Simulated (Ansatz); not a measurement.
**Sn on the 1x1 (0001) surface of hcp Zr, one in a 3x3 cell, started at the site 'hollow Zr-Zr-Zr'**

Method: PBE (plane waves to 420 eV, PAW; Ansatz, a quantum-chemistry and plane-wave program).

Model: 37-atom slab, 7.6 Å thick at the start under the adsorbate (thin: gaps and levels are the slab's own), 4x4x1 mesh, Fermi-Dirac 0.1 eV, dipole correction, 18 atoms held, the rest relaxed; start symmetry kept, larger cells not searched; no spin, no spin-orbit, no U, no dispersion correction. At the end it is bonded to 3 Zr. In PBE it is, or lies within 0.03 eV of, the lowest of the starts that converged.

```
Item                                                                                                                      Result
--------------------------------------------------------------------------------------  ----------------------------------------
adsorption energy against an atom of beta tin                                                                           -0.72 eV
work function of the top face                                                                                            4.37 eV
change of the work function                                                                                              0.20 eV
change of the step from the bottom to the top vacuum level, against the clean slab                                       0.22 eV
energy released by relaxation                                                                                            0.27 eV
height of the binding atom over the mean of the host atoms within 0.3 Å of the top one                                   2.242 Å
nearest host atoms of the binding atom                                                  Zr at 2.98 Å, Zr at 2.98 Å, Zr at 2.98 Å
largest move of a host atom                                                                                               0.11 Å
cost                                                                                              around 18 core-minutes (rough)
```

A negative adsorption energy means that the adsorbate is more stable on the surface than in its reference.
